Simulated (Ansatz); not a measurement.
The structure below was relaxed with Ansatz (a first-principles code), PBEsol, PAW, cutoff 420 eV, spin-orbit coupling left out, at pressure 1.5 GPa.

Space group Fm-3m (No. 225); a = b = c = 3.912 Å, α = β = γ = 90.00°

```tsv
atom	site	symmetry	x	y	z
Pt	4a	m-3m	0.0000	0.0000	0.0000
```

Task: Write out a cell with all atoms.

Result: 
```
Pt
1.0
    3.91157     0.00000     0.00000
    0.00000     3.91157     0.00000
    0.00000     0.00000     3.91157
Pt
4
Direct
  0.00000   0.00000   0.00000
  0.00000   0.50000   0.50000
  0.50000   0.00000   0.50000
  0.50000   0.50000   0.00000
```
This is the conventional cell.

Load acts through the strain it causes; cell and atoms are relaxed under it. Stability against distortions was not tested. All final runs are without spin polarisation. The cell was made from Pt in the fcc (Cu type) structure (space group Fm-3m, No. 225) by this change: pressure 1.5 GPa.
